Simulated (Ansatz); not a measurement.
Silicene (the free-standing sheet is a model) under -2 % biaxial strain

Level of theory: PBE (plane waves to 420 eV, PAW; Ansatz, an electronic-structure program).

Slab: 2 atoms; k 15x15x1, smearing 0.05 eV, dipole-corrected; all atoms relaxed; start symmetry kept, larger cells not searched; no spin, no spin-orbit, no U.

* **work function of the top face**: 4.57 eV
* **energy released by relaxation**: 0.007 eV
* **cost**: very roughly 25 core-seconds
